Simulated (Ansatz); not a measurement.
Take Zr in the hcp (Mg type) structure (space group P6_3/mmc, No. 194; a = 3.1825 Å, c = 5.1235 Å; relaxed with 0.1 eV smearing) as the base. Axes: x lies along a and z along c of the hexagonal cell.

Level of theory: Ansatz (a program for electronic structure), PBEsol, PAW, cutoff 420 eV, no spin-orbit coupling.

Base values:

| Quantity | Result |
|---|---|
| Shortest interatomic distance | 3.153 Å |

One thing is altered: compressive biaxial strain of 3.00 % in the plane normal to [001], as in epitaxy on a mismatched substrate; the out-of-plane cell vector and the atoms relax.

How does this affect the shortest interatomic distance, ratio −ε⊥/ε∥ and in-plane stress?

The shortest interatomic distance drops by 0.066 Å to 3.087 Å; the ratio −ε⊥/ε∥ is 0.99; the mean in-plane stress (compression positive) is +4.2 GPa.

Whether these cells are dynamically stable was not tested. All final runs are without spin polarisation.
